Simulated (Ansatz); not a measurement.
## A computed series for Ta: response to strain

The reference is Ta in the bcc (W type) structure (space group Im-3m, No. 229; a = 3.3061 Å; relaxed with 0.1 eV smearing). Axes: x, y, z lie along the cube axes.

Strains are applied to the cell and any free atomic positions relax; under biaxial strain the out-of-plane vector relaxes too.

Level of theory: r2SCAN in Ansatz (plane waves to 500 eV, PAW, without spin-orbit coupling).

Notes on the quantities. energy relative to the base: free energy F; in-plane stress: mean in-plane stress (compression positive).

| case | out-of-plane strain | energy relative to the base | in-plane stress | shortest interatomic distance |
|---|---|---|---|---|
| base | – | 0 meV/atom | – | 5.411 bohr |
| biaxial strain −2.50 %, plane normal [111], relaxed out of plane | +2.62 % | +22 meV/atom | +8.1 GPa | 5.307 bohr |
| biaxial strain −2.08 %, plane normal [111], relaxed out of plane | +2.15 % | +15 meV/atom | +6.7 GPa | 5.324 bohr |
| biaxial strain −1.67 %, plane normal [111], relaxed out of plane | +1.71 % | +9.9 meV/atom | +5.3 GPa | 5.341 bohr |
| biaxial strain −1.25 %, plane normal [111], relaxed out of plane | +1.27 % | +5.5 meV/atom | +3.9 GPa | 5.358 bohr |
| biaxial strain −0.83 %, plane normal [111], relaxed out of plane | +0.84 % | +2.4 meV/atom | +2.6 GPa | 5.376 bohr |
| biaxial strain −0.42 %, plane normal [111], relaxed out of plane | +0.43 % | +0.6 meV/atom | +1.3 GPa | 5.393 bohr |

Stability against distortions was not tested. The final runs are not spin-polarised.

Ansatz is a quantum-chemistry and plane-wave program.
